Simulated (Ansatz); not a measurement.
The structure below was relaxed with Ansatz (a program for electronic structure) PBE, no spin-orbit coupling.

```xyz
1
Lattice="-1.4986 1.4986 1.4986 1.4986 -1.4986 1.4986 1.4986 1.4986 -1.4986" Properties=species:S:1:pos:R:3 pbc="T T T"
V      0.0000     0.0000     0.0000
```

Problem. Find the space group and the Wyckoff positions.

Solution. Space group Im-3m (No. 229); a = 2.997 Å, b = 2.997 Å, c = 2.997 Å, α = 90.00°, β = 90.00°, γ = 90.00°

| atom | site | symmetry | x | y | z |
|---|---|---|---|---|---|
| V | 2a | m-3m | 0.0000 | 0.0000 | 0.0000 |

Stability against distortions was not tested. Seeded moments were not kept for Nb → V. The final runs are not spin-polarised. The cell was made from Nb by this change: Nb → V.
